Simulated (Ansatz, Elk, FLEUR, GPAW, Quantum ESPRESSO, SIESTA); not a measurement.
## One structure in several programs: ZrScVNi₃ (R3m, 6 atoms in the cell)

Self-consistent single point.

```yaml
crystal:
  lattice:
    - [2.54001, 1.46648, 3.92295]
    - [-2.54001, 1.46648, 3.92295]
    - [0.00000, -2.93296, 3.92295]
  atoms:
    - { symbol: Zr, position: [0.99438, 0.99438, 0.99438] }
    - { symbol: Sc, position: [0.25357, 0.25357, 0.25357] }
    - { symbol: V, position: [0.62611, 0.62611, 0.62611], spin: 2.0 }
    - { symbol: Ni, position: [0.62486, 0.12620, 0.62486], spin: 2.0 }
    - { symbol: Ni, position: [0.62486, 0.62486, 0.12620], spin: 2.0 }
    - { symbol: Ni, position: [0.12620, 0.62486, 0.62486], spin: 2.0 }
```
(The spins are starting values, not results.)

All programs got the same cell, k-point mesh and kind of occupations, and the same starting moments (in Ansatz's words: kpoints.mp_grid.grid = 4 4 4; magnetization.spin_polarized = true; scf.occupations.method = gaussian; scf.occupations.width = 0.05 eV); potentials, basis and cutoffs are each program's usual ones.

```
code                                                                                                                                 model  pressure (GPa)  largest force (eV/Å)  size of the net moment (μB/atom)  k-points           cutoff
----------------  ------------------------------------------------------------------------------------------------------------------------  --------------  --------------------  --------------------------------  --------  ---------------
SIESTA            LDA PW92, numerical atomic orbitals TZP, PseudoDojo LDA standard norm-conserving potentials (rewritten from UPF to PSML)          -15.38                 0.069                              0.11        44      grid 350 Ry
Elk                                  LDA (PW92), all-electron FP-LAPW, Elk's shipped species files, APW+lo basis with extra local orbitals               –                     –                              0.10        20       rgkmax 7.5
Quantum ESPRESSO                                                                       LDA (PZ), GBRV 1.5 ultrasoft (LDA) pseudopotentials          -11.28                 0.044                              0.09        13            50 Ry
Ansatz                                                                                                 LDA (PW92), PAW files made with PBE          -11.34                 0.043                              0.10        13           420 eV
GPAW                                                                         LDA (Perdew-Wang 92), GPAW PAW datasets LDA (gpaw-data 1.0.1)          -11.09                 0.037                              0.10        13           850 eV
FLEUR                                                     LDA (Vosko-Wilk-Nusair), all-electron FLAPW (FLEUR), scalar-relativistic valence               –                 0.049                              0.10        13  Kmax 3.8 1/bohr
```

Size of the force on each atom (eV/Å): Sizes of forces hide their directions.

| code | Zr1 | Sc2 | V3 | Ni4 | Ni5 | Ni6 |
|---|---|---|---|---|---|---|
| SIESTA | 0.006 | 0.069 | 0.041 | 0.028 | 0.028 | 0.028 |
| Quantum ESPRESSO | 0.037 | 0.044 | 0.041 | 0.036 | 0.036 | 0.036 |
| Ansatz | 0.036 | 0.043 | 0.042 | 0.035 | 0.035 | 0.035 |
| GPAW | 0.033 | 0.036 | 0.037 | 0.034 | 0.034 | 0.034 |
| FLEUR | 0.041 | 0.049 | 0.037 | 0.035 | 0.035 | 0.035 |

A dash marks a value that a program does not give, or that is left out as unsure.

The spread over the programs that give each value: pressure within 4.29 GPa; largest force within 0.032 eV/Å; size of the net moment within 0.02 μB/atom.

The starting cell comes from a database of computed structures (which also holds hypothetical and non-ambient phases and stackings), without a prior relaxation at this level. On Ansatz's run: The moments shrank to a small part of their start, a low-spin state that need not be the lowest. The program warned that a starting moment was not kept. In the base run, with a pressure of about -11 GPa the cell is away from its equilibrium volume at this level.

### Question
Why do the programs differ, and what cannot be compared?

### Answer
Differences of this kind can come from the potentials, where these differ, and from what each basis and cutoff leave unconverged. The valence holds different numbers of electrons (SIESTA 90, Quantum ESPRESSO 90, Ansatz (a first-principles code) 90, GPAW 84, FLEUR 84). The zero of total energies and Fermi levels follows the potentials and each program's conventions, so they are not compared here. SIESTA uses small atom-centred bases, whose incompleteness enters pressures, forces and empty levels differently from a plane-wave cutoff. Elk and FLEUR treat all electrons, but the usual bases taken here (sphere radii, linearisation, local orbitals, empty states) were not tested for convergence, so the values are no reference for the others. Ansatz's pressure is given at a fixed set of plane waves, as the other plane-wave codes print theirs; with its correction for the finite basis it is -11.29 GPa. The same LDA comes in different parametrisations, which differ slightly. Site moments depend on each program's spheres or projections; the total moment of the cell does not. The programs reduce the same mesh by symmetry to different extents, which changes the work and not the result. In the pressure, SIESTA (by 4.10) lies more than 1 GPa from the median of the plane-wave programs.

Left out of this page: ABINIT (failed or unconverged).

Keys are those of Ansatz 0.2.
